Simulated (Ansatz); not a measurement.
Input and output of a zone-centre phonon calculation for Tc3Ir (P6_3/mmc, 8 atoms in the cell) (Ansatz, a program for electronic structure).

Level of theory: LDA (PW92), default PAW files made with PBE (plane waves; Ansatz).

```
CELL_PARAMETERS angstrom
      5.47924     0.00000     0.00000
     -2.73962     4.74516     0.00000
      0.00000     0.00000     4.32898
ATOMIC_POSITIONS crystal
  Tc 0.83969 0.16031 0.75000
  Tc 0.16031 0.83969 0.25000
  Tc 0.67938 0.83969 0.25000
  Tc 0.32062 0.16031 0.75000
  Tc 0.83969 0.67938 0.75000
  Tc 0.16031 0.32062 0.25000
  Ir 0.66667 0.33333 0.25000
  Ir 0.33333 0.66667 0.75000
```

Reference input (self-consistent single point, DFT, LDA (PW92), plane waves, default PAW files made with PBE): basis.ecutwfc = 36.7 Ry; kpoints.mp_grid.grid = 5 5 6; hamiltonian.xc = lda; hamiltonian.pseudopotentials = {kind: paw} (the program's default PAW files); scf.occupations.method = fermi_dirac; scf.occupations.width = 0.0073 Ry. This run's input differs from it in these lines:

```diff
@@ -23,6 +23,5 @@
   occupations: { method: fermi_dirac, width: 0.0073 Ry }
-output:
-  forces: true
-  eigenvalues: true
-  stress: true
+  convergence: { dr2_threshold: 1.0e-11 eV }
+phonons:
+  method: dfpt
```

The program printed (abridged):

```
SCF iter   1: F=—  HF=-55022.826635 eV  |F-HF|=—  |Δ(HF+E_count)|=         —  Δρ=1.42e-1  dr2=5.51e1  ethr=3.10e-3  ⟨swp⟩=4.8  Hψ=11987  notcnv=0
all-band conjugate gradients solve this SCF's bands
preconditioner: auto → Kerker (q_TF=auto, 2.773 Å⁻¹)
SCF iter   2: F=—  HF=-55018.329729 eV  |F-HF|=—  |Δ(HF+E_count)|=    4.50e0  Δρ=7.38e-2  dr2=1.63e1  ethr=3.10e-3  ⟨swp⟩=2.0  Hψ=6491  notcnv=0  defer=3
   [... lines left out ...]
SCF iter   7: F=—  HF=-55016.411817 eV  |F-HF|=—  |Δ(HF+E_count)|=   5.78e-6  Δρ=2.12e-5  dr2=4.93e-7  ethr=1.05e-8  ⟨swp⟩=2.0  Hψ=5379  notcnv=0  defer=1
SCF iter   8: F=—  HF=-55016.411817 eV  |F-HF|=—  |Δ(HF+E_count)|=   8.95e-7  Δρ=3.71e-6  dr2=1.23e-8  ethr=3.98e-10  ⟨swp⟩=2.1  Hψ=4653  notcnv=0  defer=1
SCF iter   9: F=—  HF=-55016.411817 eV  |F-HF|=—  |Δ(HF+E_count)|=   2.41e-9  Δρ=5.84e-7  dr2=2.85e-10  ethr=9.95e-12  ⟨swp⟩=2.0  Hψ=5326  notcnv=0  defer=1
SCF iter  10: F=-55016.411817 eV  HF=-55016.411817 eV  |F-HF|=2.91e-11  |Δ(HF+E_count)|=  4.37e-11  Δρ=1.03e-7  dr2=9.95e-12  ethr=1.00e-12  ⟨swp⟩=5.1  Hψ=18264  notcnv=0
SCF 1 converged in 10 iterations: F = -55016.411817 eV  dr2 = 9.95e-12
DFPT response loops at Γ: preconditioner auto → Kerker (q_TF=auto, 2.773 Å⁻¹) (partly filled bands, converged f_vac=0.000) …
Free energy (F): -55016.411817 eV
Internal energy: -55016.205848 eV  (E = F + TS)
E sigma→0 (E₀):  -55016.308833 eV
Entropy (-TS):   -0.205970 eV (-25.746 meV/atom)
Fermi energy:    23.219398 eV
--- Phonons (Γ-DFPT): 4 representative perturbations + reference, on 52 of 150 k-points (Σ response iterations 25) ---
  k mesh reduced under 2 symmetry operations, with k and −k counted as one. Each operation leaves every solved displacement unchanged or reverses it
  ASR residual: 1.831e-3 → 0.000e0 eV/Å²; symmetrization residual: 7.600e-5 eV/Å²
  ASR residual per site (eV/Å²): 1.77e-3 1.77e-3 1.77e-3 1.77e-3 1.83e-3 1.83e-3 6.21e-4 6.21e-4
  Γ frequencies (cm⁻¹): 0.00 0.00 0.00 93.90 126.85 126.85 139.78 147.20 168.35 168.35 173.23 173.23 178.27 178.27 178.96 210.15 211.94 211.94 221.94 221.94 222.91 223.79 223.79 240.62
  non-analytic LO–TO correction: not included (Born effective charges unavailable; polar crystals: no LO–TO splitting at Γ)
```

The run converged in 10 iterations. 

Summary of the result:
* **Free energy E − TS (on the zero of these files)**: -55016.4118 eV
* **Fermi level (on the code's own zero)**: 23.22 eV
* **Zone-centre frequencies (cm⁻¹; negative means imaginary)**: 0, 0, 0, 94, 127, 127, 140, 147, 168, 168, 173, 173, 178, 178, 179, 210, 212, 212, 222, 222, 223, 224, 224, 241

The starting cell comes from a database of computed structures (which also holds hypothetical and non-ambient phases and stackings), without a prior relaxation at this level. Its lattice was rescaled by up to half a per cent. Spin polarisation is off. The cutoff lies below the one recommended for these files.

Cost on one core of a shared machine: roughly 9 min.

Keys are those of Ansatz 0.2.
